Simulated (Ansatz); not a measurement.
Start from SrTiO$_{3}$ in the cubic perovskite structure (space group Pm-3m, No. 221).

```xyz
5
Lattice="3.8914 0.0000 0.0000 0.0000 3.8914 0.0000 0.0000 0.0000 3.8914" Properties=species:S:1:pos:R:3 pbc="T T T"
Sr     0.0000     0.0000     0.0000
Ti     1.9457     1.9457     1.9457
O      0.0000     1.9457     1.9457
O      1.9457     1.9457     0.0000
O      1.9457     0.0000     1.9457
```

All numbers come from plane-wave PAW DFT at the PBEsol level (Ansatz, a program for electronic structure, 420 eV), scalar-relativistic without spin-orbit coupling, earlier PAW set.

Perturbation: every Ti is replaced by V; the structure is relaxed again.

Measured lattice parameter a: SrTiO3 3.89 Å (0 K or low temperature; corrected from measurement; as listed in D. I. Bilc et al., Physical Review B (2008)); SrVO3 3.842 Å (temperature not stated; as listed in Samuel D. Marks et al., Physical Review Materials (2021)).

### Question
How well does PBEsol reproduce the measured shift?

### Answer
With PBEsol the lattice parameter a moves by -0.081 Å (3.891 → 3.810) against -0.048 Å measured. The two measured values stand on different bases (one corrected, one not), which blurs small differences.

Stability against distortions was not tested. Seeded moments were not kept for Ti → V. No Hubbard U is applied, and correlation can decide whether such a compound is a metal. The final runs are not spin-polarised. An odd electron count without spin: SrVO3. Many cubic perovskites are stable only at high temperature; tilts and polar distortions were not tested.
